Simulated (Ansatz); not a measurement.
A self-consistent single point of the (111) slab of NbH2 (cut from a parent of space group no. 225; 12 atoms in the cell) with Ansatz (a quantum-chemistry and plane-wave program).

Computed with PBEsol, default PAW files made with PBE (plane waves; Ansatz).

```xyz
12
Lattice="3.2470 0.0000 0.0000 1.6235 2.8120 0.0000 0.0000 0.0000 23.2791" Properties=species:S:1:pos:R:3 pbc="T T T"
H      1.6235     0.9373     7.0000
H      0.0000     0.0000     8.3256
H      3.2470     1.8747     9.6512
H      1.6235     0.9373    10.9768
H      3.2470     0.0000    12.3024
H      3.2470     1.8747    13.6279
H      1.6235     0.9373    14.9535
H      0.0000     0.0000    16.2791
Nb     3.2470     1.8747     7.6628
Nb     3.2470     0.0000    10.3140
Nb     1.6235     0.9373    12.9652
Nb     3.2470     1.8747    15.6163
```

Reference input (self-consistent single point, DFT, PBEsol, plane waves, default PAW files made with PBE): basis.ecutwfc = 420 eV; kpoints.mp_grid.grid = 11 11 1; hamiltonian.xc = pbesol; hamiltonian.pseudopotentials = {kind: paw} (the program's default PAW files); scf.occupations.method = gaussian; scf.occupations.width = 0.1 eV. This run's input differs from it in these lines:

Ansatz 0.2 input:
```diff
@@ -21,3 +21,3 @@
 kpoints:
-  mp_grid: { grid: [11, 11, 1] }
+  mp_grid: { grid: [7, 7, 1] }
 hamiltonian:
```

Output, abridged:

```
SCF iter   1: F=—  HF=-18108.914590 eV  |F-HF|=—  |Δ(HF+E_count)|=         —  Δρ=6.65e-3  dr2=1.70e-1  ethr=1.77e-3  ⟨swp⟩=8.4  Hψ=1675  notcnv=0
all-band conjugate gradients solve this SCF's bands
preconditioner: auto → LDOS
SCF iter   2: F=—  HF=-18108.897538 eV  |F-HF|=—  |Δ(HF+E_count)|=   1.71e-2  Δρ=2.07e-3  dr2=1.06e-2  ethr=2.83e-4  ⟨swp⟩=2.0  Hψ=536  notcnv=0  defer=18
   [... lines left out ...]
SCF iter   5: F=—  HF=-18108.896361 eV  |F-HF|=—  |Δ(HF+E_count)|=   1.30e-5  Δρ=4.29e-5  dr2=1.89e-5  ethr=2.69e-7  ⟨swp⟩=2.2  Hψ=463  notcnv=0  defer=18
SCF iter   6: F=—  HF=-18108.896215 eV  |F-HF|=—  |Δ(HF+E_count)|=   1.46e-4  Δρ=1.31e-5  dr2=7.36e-7  ethr=3.15e-8  ⟨swp⟩=2.1  Hψ=414  notcnv=0  defer=18
SCF iter   7: F=—  HF=-18108.896215 eV  |F-HF|=—  |Δ(HF+E_count)|=   4.45e-7  Δρ=3.89e-6  dr2=2.07e-7  ethr=1.67e-10  ⟨swp⟩=13.6  Hψ=1692  notcnv=0
SCF iter   8: F=-18108.896215 eV  HF=-18108.896215 eV  |F-HF|=1.84e-9  |Δ(HF+E_count)|=   3.70e-8  Δρ=1.47e-6  dr2=1.16e-8  ethr=1.67e-10  ⟨swp⟩=5.1  Hψ=978  notcnv=0
SCF 1 converged in 8 iterations: F = -18108.896215 eV  dr2 = 1.16e-8
Free energy (F): -18108.896215 eV
Internal energy: -18108.863706 eV  (E = F + TS)
E sigma→0 (E₀):  -18108.879960 eV
Entropy (-TS):   -0.032510 eV (-2.709 meV/atom)
Fermi energy:    4.270494 eV
--- Forces (eV/Å), atoms counted from 1 ---
  atom   1  H      0.00000000     0.00000000    -0.35283698
  atom   2  H     -0.00000000    -0.00000000    -0.22309687
  atom   3  H      0.00000000     0.00000000    -0.27671897
  atom   4  H      0.00000000    -0.00000000    -0.01231703
  atom   5  H      0.00000000     0.00000000     0.01231703
  atom   6  H     -0.00000000    -0.00000000     0.27671897
  atom   7  H     -0.00000000     0.00000000     0.22309687
  atom   8  H      0.00000000    -0.00000000     0.35283698
   [... lines left out ...]
  atom  12  Nb     0.00000000     0.00000000    -1.39592651
--- Stress (GPa, compression-positive) ---
       -6.510664       0.000000       0.000000
        0.000000      -6.510664      -0.000000
        0.000000      -0.000000      -3.891909
  P = ⅓ Tr σ = -5.6377 GPa (-56.377 kbar)
  The stress holds the Pulay correction. Without it, at fixed plane waves, as pw.x and ABINIT print it: P = -5.7160 GPa
```

The run converged in 8 iterations. Against the reference run the free energy falls by 2.8 meV/atom and the largest force hardly changes (1.389 to 1.396 eV/Å).

The starting cell comes from a database of computed structures (which also holds hypothetical and non-ambient phases and stackings), without a prior relaxation at this level. The slab is cut from that crystal, and its faces are unrelaxed. Its lattice was rescaled by up to half a per cent. Spin polarisation is off. Forces in this geometry exceed 1 eV/Å.
